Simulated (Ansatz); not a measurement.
The boundary is one mirror-built cell; no search for the lowest one was made.

| Property | Result |
|---|---|
| Junction | Σ3 (112) symmetric tilt boundary in bcc Nb |
| Cell area | 13.43 Å² |
| Transmission a spin | 1.934 |
| Channels of the lower lead | 3.285 |
| Channels of the upper lead | 3.285 |

The numbers are results of PBE (plane waves, PAW; Ansatz, an electronic-structure program), not measurements.

**Question.** Work out the resistance-area product that the junction adds between diffusive leads.

**Answer.** AR = A (h/2e²)[1/T − 1/(2N₁) − 1/(2N₂)] = 13.43 × 10⁻²⁰ m² × 12906 Ω × 0.213 = 0.37 × 10⁻¹⁵ Ω m².
